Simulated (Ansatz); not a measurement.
## A computed series for GaP: response to strain

The parent structure is GaP in the zinc blende structure (space group F-43m, No. 216).

```xyz
2
Lattice="0.0000 2.7193 2.7193 2.7193 0.0000 2.7193 2.7193 2.7193 0.0000" Properties=species:S:1:pos:R:3 pbc="T T T"
Ga     0.0000     0.0000     0.0000
P      1.3596     1.3596     1.3596
```

Cartesian axes are those of the cell as printed.

Strains are applied to the cell and any free atomic positions relax.

Computed with plane-wave PAW DFT at the PBEsol level (Ansatz, a program for electronic structure, 420 eV), spin-orbit coupling left out.

Candidates:
(a) uniaxial strain ε_zz = +2.50 %
(b) uniaxial strain ε_zz = +0.50 %
(c) uniaxial strain ε_zz = −0.50 %

Before the change:

The smallest direct gap is 1.80 eV.

Problem. Order them by smallest direct gap, highest first.

Solution. (c) uniaxial strain ε_zz = −0.50 % (1.82 eV), (b) uniaxial strain ε_zz = +0.50 % (1.75 eV), (a) uniaxial strain ε_zz = +2.50 % (1.54 eV)

Stability against distortions was not tested.
